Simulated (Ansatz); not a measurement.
Data:

```
BAs
1.0
    0.00000     2.38395     2.45546
    2.38395     0.00000     2.45546
    2.38395     2.38395     0.00000
B As
1 1
Direct
  0.00000   0.00000   0.00000
  0.25000   0.25000   0.25000
```

No spin polarisation.

Calculations: Kohn–Sham DFT with the PBEsol functional, run in Ansatz (a program for electronic structure) with PAW and 420 eV plane waves, without spin-orbit coupling. Γ-centred 12×12×12 mesh, Fermi–Dirac width 0.05 eV.

Problem. Predict the gap character and smallest direct gap.

Solution. The gap character comes out as indirect, Γ → Γ–X (82 % along) and the smallest direct gap comes out as 3.06 eV.

The cells carry an imposed strain or load. Stability against distortions was not tested. The cell was made from BAs in the zinc blende structure (space group F-43m, No. 216) by this change: uniaxial strain ε_zz = +3.00 %.
